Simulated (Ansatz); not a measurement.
Reference: CsPbBr₃ (Pm-3m), r2SCAN with spin-orbit coupling, rigid bands (plane waves, PAW; Ansatz, a first-principles code); geometry: cell and atoms relaxed with r2SCAN.

```
CELL_PARAMETERS angstrom
      5.93759     0.00000     0.00000
      0.00000     5.93759     0.00000
      0.00000     0.00000     5.93759
ATOMIC_POSITIONS crystal
  Cs 0.00000 0.00000 0.00000
  Pb 0.50000 0.50000 0.50000
  Br 0.50000 0.50000 0.00000
  Br 0.00000 0.50000 0.50000
  Br 0.50000 0.00000 0.50000
```

- band gap: 0.76 eV
- electron conductivity mass: 0.150 mₑ
- hole conductivity mass: 0.148 mₑ
- Seebeck coefficient, n-type 1e19 cm⁻³: -90 μV/K

Q: Replace Br by Cl on the same sites and relax. What happens?

A: CsPbCl3 (Pm-3m): volume per atom 41.9 to 36.5 Å³; band gap rises (0.76 eV to 1.18 eV); electron conductivity mass rises (0.150 mₑ to 0.22 mₑ); hole conductivity mass rises (0.148 mₑ to 0.198 mₑ); Seebeck coefficient, n-type 1e19 cm⁻³ rises in size (-90 μV/K to -122 μV/K).

Moves up to 5 % count as about the same. Masses are for dilute carriers at 300 K, harmonic means over directions unless an axis is named. Seebeck coefficients are for the stated density at 300 K, with one relaxation time for all states and whether or not that doping can be reached.

CsPbBr3 (Pm-3m), CsPbCl3 (Pm-3m): a high-temperature phase held by its symmetry.
